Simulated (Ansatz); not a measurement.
Consider GaN in the rock salt structure (space group Fm-3m, No. 225; a = 4.2195 Å).

Method: Ansatz (a quantum-chemistry and plane-wave program), PBEsol, PAW, cutoff 420 eV, scalar-relativistic without spin-orbit coupling.

Base values:

The lattice parameter a is 4.219 Å.

Now apply this change: a hydrostatic pressure of 10 GPa.

### Question
What does the calculation give for the lattice parameter a after the change?

### Answer
The lattice parameter a falls by 0.055 Å to 4.164 Å.

Load acts through the strain it causes; cell and atoms are relaxed under it. Stability against distortions was not tested. No other phases were tried under pressure. This is not the structure that GaN has at room temperature and ambient pressure.
